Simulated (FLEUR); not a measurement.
Several settings converged on Pb (Fm-3m, 1 atom in the cell)

```xyz
1
Lattice="0.0000 2.4676 2.4676 2.4676 0.0000 2.4676 2.4676 2.4676 0.0000" Properties=species:S:1:pos:R:3 pbc="T T T"
Pb     0.0000     0.0000     0.0000
```

Base method: PBE, all-electron FLAPW (FLEUR), scalar-relativistic valence run with FLEUR.

Base settings: Kmax = 3.8 1/bohr; GmaxXC = 11.4 1/bohr; xcFunctional = pbe; jspins = 1; l_soc = F; mode = hist; fermiSmearingEnergy = 0.00367493 Htr; mesh (inpgen div1-3) = 8 8 8; inpgen gamma flag = true; Gmax = 11.4 1/bohr.

**The k-point mesh at a smearing width of 0.02 eV**

In this ladder: fermiSmearingEnergy = 0.00073499 Htr. Moved along: kpt_gamma.

Only quantities that move along the ladder and can be compared are tabulated.

```tsv
kpt_div	free energy less the last step's (meV/atom)
5 5 5	41.06
7 7 7	-7.07
9 9 9	-15.95
10 10 10	2.22
13 13 13	2.99
15 15 15	-0.23
18 18 18	5.11
22 22 22	0.71
27 27 27	0.00
```

Coarsest kpt_div that holds the free energy within 2 meV/atom of the last step, with all finer ones: 22 22 22; the step before is off by 5.1 meV/atom.

**The width of Gaussian smearing**

In this ladder: mode = gauss; kpt_div = 13 13 13; kpt_gamma = false.

Narrow widths need finer meshes than wide ones, so the last steps can hold mesh noise.

Only quantities that move along the ladder and can be compared are tabulated; pressure and forces are left out, as mesh noise rules them at narrow widths.

```tsv
fermiSmearingEnergy	total energy (no entropy term) less the last step's (meV/atom)
0.0367493 Htr	129.82
0.0183747 Htr	31.14
0.0110248 Htr	10.59
0.00734986 Htr	5.16
0.00367493 Htr	1.46
0.00183747 Htr	0.00
```

Widest fermiSmearingEnergy that holds the total energy (no entropy term) within 2 meV/atom: not settled: the last two steps still differ by 1.5 meV/atom, over half the tolerance, so the ladder does not show it.

On the base run: the starting cell has typed, rounded lattice constants, without a prior relaxation at this level. Its lattice was rescaled by up to half a per cent. Values depend on the basis (sphere radii, cutoffs, local orbitals), which need not be converged.

Left out of this page: 2 runs of the series outside the window shown, repeating another row's setting, or not comparable; 2 runs of the series failed or unconverged.
